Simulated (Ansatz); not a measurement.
PbSe: response to strain

Start from PbSe in the rock salt structure (space group Fm-3m, No. 225).

```
CELL_PARAMETERS angstrom
      0.00000     3.08901     3.08901
      3.08901     0.00000     3.08901
      3.08901     3.08901     0.00000
ATOMIC_POSITIONS crystal
  Pb 0.00000 0.00000 0.00000
  Se 0.50000 0.50000 0.50000
```

Cartesian axes are those of the cell as printed.

Strains are applied to the cell and any free atomic positions relax.

Computed with DFT with r2SCAN, PAW potentials and a 500 eV plane-wave cutoff in Ansatz (a quantum-chemistry and plane-wave program), no spin-orbit coupling.

Notes on the quantities. pressure: mean of the normal stresses, compression positive; energy relative to the base: free energy F.

| change | pressure | energy relative to the base | band gap | shortest interatomic distance |
|---|---|---|---|---|
| base | -0.1 kbar | 0 meV/atom | 0.67 eV | 3.089 Å |
| uniaxial strain ε_zz = −3.00 % | 18.1 kbar | +12 meV/atom | 0.53 eV | 2.996 Å |
| uniaxial strain ε_zz = −2.50 % | 14.7 kbar | +8.2 meV/atom | 0.56 eV | 3.012 Å |
| uniaxial strain ε_zz = −2.00 % | ___ | ___ | ___ | ___ |
| uniaxial strain ε_zz = −1.50 % | 8.3 kbar | +2.8 meV/atom | 0.61 eV | 3.043 Å |
| uniaxial strain ε_zz = −1.00 % | 5.3 kbar | +1.2 meV/atom | 0.63 eV | 3.058 Å |
| uniaxial strain ε_zz = −0.50 % | 2.6 kbar | +0.3 meV/atom | 0.65 eV | 3.074 Å |

Problem. What belongs in the blanks?

Solution. 
- uniaxial strain ε_zz = −2.00 %, pressure: 11.4 kbar
- uniaxial strain ε_zz = −2.00 %, energy relative to the base: +5.1 meV/atom
- uniaxial strain ε_zz = −2.00 %, band gap: 0.59 eV
- uniaxial strain ε_zz = −2.00 %, shortest interatomic distance: 3.027 Å

Spin-orbit coupling, missing from the scalar runs, can matter with Pb. No phonon test of stability was made.
